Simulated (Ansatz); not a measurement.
The starting structures come from a database of crystals and need not be the phases stable at ambient conditions.

The decay constant κ of evanescent states in the gap governs leakage through a thin film.

Input:

```yaml
crystal:
  lattice:
    - [5.52777, 0.00000, 0.00000]
    - [0.00000, 5.52777, 0.00000]
    - [0.00000, 0.00000, 5.64058]
  atoms:
    - { symbol: Mg, position: [0.75000, 0.00000, 0.50000] }
    - { symbol: Mg, position: [0.25000, 0.00000, 0.50000] }
    - { symbol: Mg, position: [0.50000, 0.25000, 0.00000] }
    - { symbol: Mg, position: [0.50000, 0.75000, 0.00000] }
    - { symbol: Mg, position: [0.00000, 0.50000, 0.75000] }
    - { symbol: Mg, position: [0.00000, 0.50000, 0.25000] }
    - { symbol: O, position: [0.75000, 0.50000, 0.00000] }
    - { symbol: O, position: [0.25000, 0.50000, 0.00000] }
    - { symbol: O, position: [0.00000, 0.25000, 0.50000] }
    - { symbol: O, position: [0.00000, 0.75000, 0.50000] }
    - { symbol: O, position: [0.50000, 0.00000, 0.75000] }
    - { symbol: O, position: [0.50000, 0.00000, 0.25000] }
```

Space group of this cell: P4_2/mmc. The cell is strained (lengths across the current scaled by 0.98, ions clamped); by r2SCAN its mean pressure is 0.6 GPa.

Transport runs along the normal of the first two printed cell vectors, the (001) (indices of the unstrained crystal) plane of the conventional cell.

The gap is the functional's own, uncorrected, and κ follows it; spin-orbit coupling is left out. Mid-gap values are interpolated between the computed energies.

### Question
Give the band gap and the smallest decay constant κ at mid-gap that r2SCAN (Ansatz, a first-principles code) yields.

### Answer
Gap 3.34 eV on a 6×6×6 mesh; κ = 0.335 1/Å, at the zone centre.
